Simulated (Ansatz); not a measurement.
## How far to go with the k-point mesh: CoGe (Cm, 8 atoms in the cell)

```
CELL_PARAMETERS angstrom
      5.78387    -1.84589     0.00000
      5.78387     1.84589     0.00000
     -0.79973     0.00000     4.78123
ATOMIC_POSITIONS crystal
  Co 0.00072 0.00072 0.01046
  Co 0.00000 0.00000 0.50000
  Co 0.80445 0.80445 0.67456
  Co 0.19555 0.19555 0.32544
  Ge 0.81633 0.81633 0.18170
  Ge 0.18367 0.18367 0.81830
  Ge 0.56984 0.56984 0.28241
  Ge 0.43016 0.43016 0.71759
```

Computed with LDA (PW92), default PAW files made with PBE (plane waves; Ansatz, an electronic-structure program).

Base settings: basis.ecutwfc = 420 eV; kpoints.mp_grid.grid = 5 5 3; hamiltonian.xc = lda; hamiltonian.pseudopotentials = {kind: paw} (the program's default PAW files); scf.occupations.method = gaussian; scf.occupations.width = 0.1 eV.

Only quantities that move along the ladder and can be compared are tabulated.

The count of work is k-points × plane waves × bands × iterations; it is no time. Core times come from one kind of shared machine, to one figure; runs under 30 s give none.

The starting cell comes from a database of computed structures (which also holds hypothetical and non-ambient phases and stackings), without a prior relaxation at this level. Its lattice was rescaled by up to half a per cent. One atom was moved a little off its site on purpose. Spin polarisation is off. In the base run, with a pressure of about -4 GPa the cell is away from its equilibrium volume at this level. Ansatz's pressure includes its estimate of the finite-basis (Pulay) stress. Without a gap this mesh is coarse (it stands for a supercell whose shortest vector is 15 Å).

| kpoints.mp_grid.grid | free energy less the last step's (meV/atom) | pressure (GPa) | largest difference of a force vector from the last step's (eV/Å) | count of work / last | core time / last (rough) |
|---|---|---|---|---|---|
| 2 2 1 | 225.25 | -3.30 | 1.423 | 0.014 | – |
| 2 2 2 | -56.83 | -5.37 | 0.618 | 0.022 | – |
| 3 3 2 | 1.41 | -3.63 | 0.271 | 0.033 | – |
| 4 4 3 | -10.54 | -3.96 | 0.099 | 0.063 | – |
| 5 5 3 | -1.43 | -3.86 | 0.228 | 0.089 | – |
| 6 6 4 | 1.61 | -3.73 | 0.067 | 0.17 | 0.2 |
| 7 7 5 | -1.85 | -3.85 | 0.041 | 0.27 | 0.3 |
| 8 8 6 | 0.68 | -3.76 | 0.033 | 0.42 | 0.4 |
| 10 10 7 | -0.52 | -3.81 | 0.064 | 0.73 | 0.6 |
| 11 11 8 | 0.00 | -3.78 | 0.000 | 1.0 | 1 |

Coarsest kpoints.mp_grid.grid that holds the forces within 0.02 eV/Å: not settled: the last two steps still differ by 0.064 eV/Å, over half the tolerance, so the ladder does not show it.

Coarsest kpoints.mp_grid.grid that holds the pressure within 0.1 GPa of the last step, with all finer ones: 5 5 3, at 0.089 of the last step's count of work; the step before is off by 0.18 GPa.

Coarsest kpoints.mp_grid.grid that holds the free energy within 2 meV/atom of the last step, with all finer ones: 5 5 3, at 0.089 of the last step's count of work; the step before is off by 11 meV/atom.

Keys are those of Ansatz 0.2.
